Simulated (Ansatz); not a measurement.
Start from Tb in the hcp (Mg type) structure (space group P6_3/mmc, No. 194; ferromagnetic).

```yaml
crystal:
  lattice:
    - [3.46279, 0.00000, 0.00000]
    - [-1.73139, 2.99886, 0.00000]
    - [0.00000, 0.00000, 5.56110]
  atoms:
    - { symbol: Tb, position: [0.33333, 0.66667, 0.75000] }
    - { symbol: Tb, position: [0.66667, 0.33333, 0.25000] }
```

Computed with PBEsol in Ansatz (plane waves to 420 eV, PAW, no spin-orbit coupling).

Base values:

| Item | Value |
|---|---|
| Lattice parameter a | 3.463 Å |
| c/a ratio | 1.606 |

It is then changed as follows: every Tb is replaced by Mg; the structure is relaxed again.

Tabulated Pauling electronegativity and covalent radius: Tb 1.10, 1.94 Å; Mg 1.31, 1.41 Å.

Q: What does the calculation give for the lattice parameter a and c/a ratio after the change?

A: The lattice parameter a shrinks by 0.296 Å to 3.167 Å; the c/a ratio goes up by 0.033, from 1.606 to 1.639.

Other magnetic orders, which the real material may have, were not ruled out. Open 4f shells without U are poorly described, and the f state was not checked. No phonon test of stability was made.

Ansatz is a program for electronic structure.
